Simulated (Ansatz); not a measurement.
**BeTe, response to strain**

Consider BeTe in the zinc blende structure (space group F-43m, No. 216; a = 5.6568 Å). Axes: x, y, z lie along the cube axes.

Strains are applied to the cell and any free atomic positions relax; under biaxial strain the out-of-plane vector relaxes too.

Computed with Ansatz (a quantum-chemistry and plane-wave program) r2SCAN, scalar-relativistic without spin-orbit coupling.

Notes on the quantities. pressure: mean of the normal stresses, compression positive; energy relative to the base: free energy F.

| case | pressure | volume per atom | energy relative to the base |
|---|---|---|---|
| base | 0.01 GPa | 22.63 Å³ | 0 meV/atom |
| biaxial strain +0.50 %, plane normal [001], relaxed out of plane | -0.36 GPa | 22.77 Å³ | +0.4 meV/atom |
| biaxial strain +1.00 %, plane normal [001], relaxed out of plane | -0.71 GPa | 22.91 Å³ | +1.5 meV/atom |
| biaxial strain +1.50 %, plane normal [001], relaxed out of plane | -1.04 GPa | 23.05 Å³ | +3.4 meV/atom |
| biaxial strain +2.00 %, plane normal [001], relaxed out of plane | -1.36 GPa | 23.18 Å³ | +5.9 meV/atom |
| biaxial strain +2.50 %, plane normal [001], relaxed out of plane | … | 23.31 Å³ | +9.2 meV/atom |
| biaxial strain +3.00 %, plane normal [001], relaxed out of plane | -1.97 GPa | … | +13 meV/atom |

Problem. What belongs in the blanks?

Solution. 
- biaxial strain +2.50 %, plane normal [001], relaxed out of plane, pressure: -1.67 GPa
- biaxial strain +3.00 %, plane normal [001], relaxed out of plane, volume per atom: 23.45 Å³

Stability against distortions was not tested.
